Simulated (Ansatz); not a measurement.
Parameter sweep on HfSiSe (P4/nmm, 6 atoms in the cell)

```xyz
6
Lattice="3.7182 0.0000 0.0000 0.0000 3.7182 0.0000 0.0000 0.0000 8.5222" Properties=species:S:1:pos:R:3 pbc="T T T"
Hf     0.0000     1.8591     2.2072
Hf     1.8591     0.0000     6.3149
Si     0.0000     0.0000     0.0000
Si     1.8591     1.8591     0.0000
Se     0.0000     1.8591     5.2411
Se     1.8591     0.0000     3.2810
```

Base run A: r2SCAN, default PAW files made with PBE (Ansatz, a program for electronic structure), self-consistent single point.

Its settings: kpoints.mp_grid.grid = 7 7 3; hamiltonian.xc = r2scan; hamiltonian.pseudopotentials = {kind: paw} (the program's default PAW files); scf.occupations.method = cold; scf.occupations.width = 0.272 eV.

The starting cell comes from a database of published, mostly measured structures (it also holds non-ambient and calculated ones), without a prior relaxation at this level. Its lattice was rescaled by a random factor within 2.5 % of one. In the base run, with a pressure of about -10 GPa the cell is away from its equilibrium volume at this level. Ansatz's pressure includes its estimate of the finite-basis (Pulay) stress.

ΔF is the free energy per atom less that of run A. 

Runs:
- B: scf.mixing.preconditioner: default (the program chose Kerker) → none
- C: scf.mixing.preconditioner: default (the program chose Kerker) → kerker
- D: scf.mixing.preconditioner: default (the program chose Kerker) → kerker_dos
- E: scf.mixing.preconditioner: default (the program chose Kerker) → resta; scf.mixing.eps_inf: default → 10
- F: scf.mixing.preconditioner: default (the program chose Kerker) → ldos
- G: scf.mixing.preconditioner: default (the program chose Kerker) → local_kerker
- H: scf.mixing.preconditioner: default (the program chose Kerker) → kerker; scf.mixing.q_tf: default → 0.2
- I: scf.mixing.preconditioner: default (the program chose Kerker) → kerker; scf.mixing.q_tf: default → 0.5
- J: scf.mixing.preconditioner: default (the program chose Kerker) → kerker; scf.mixing.q_tf: default → 1.5

```tsv
run	ΔF (meV/atom)	pressure (GPa)	largest force (eV/Å)	iterations
A	0.00	-9.69	0.664	9
B	0.00	-9.69	0.664	9
C	0.00	-9.69	0.664	9
D	0.00	-9.69	0.664	8
E	0.00	-9.69	0.664	8
F	0.00	-9.69	0.664	8
G	0.00	-9.69	0.664	8
H	0.00	-9.69	0.664	9
I	0.00	-9.69	0.664	8
J	0.00	-9.69	0.664	7
```

Runs B, C, D, E, F, G, H, I, J ended on the same solution as A (within 1 meV/atom).

Keys are those of Ansatz 0.2.
